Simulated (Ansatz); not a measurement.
Functionals compared on the (10-10) surface of hcp Lu in its 1x1 cell, outermost plane spacing 1.01 Å in the ideal cut, in Ansatz (plane waves, PAW). The structure was relaxed with PBE; the other rows are single points on it, each with its references at the same level. Cutoff 420 eV (500 eV for r2SCAN).

Set-up: 8 atoms, 10.1 Å thick at the start (thin: gaps and levels are the slab's own); mesh 11x7x1; 0.1 eV smearing; dipole correction on; all atoms relaxed; start symmetry kept, larger cells not searched; no spin, no spin-orbit, no U. These notes are the PBE run's.

| functional | surface energy (J/m²) | work function of the top face (eV) | rough cost of the single point |
|---|---|---|---|
| PBE | 1.08 | 3.42 | – |
| LDA | 1.22 | 3.59 | about 3 core-minutes (a rough figure) |
| PBEsol | ? | ? | very roughly 4 core-minutes |
| RPBE | 0.99 | 3.32 | roughly 4 core-minutes |
| r2SCAN | 1.18 | 3.51 | very roughly 7 core-minutes |

Q: Some entries are withheld; supply them.

A: 
- PBEsol, surface energy (J/m²): 1.18
- PBEsol, work function of the top face (eV): 3.47

Ansatz is a quantum-chemistry and plane-wave program.
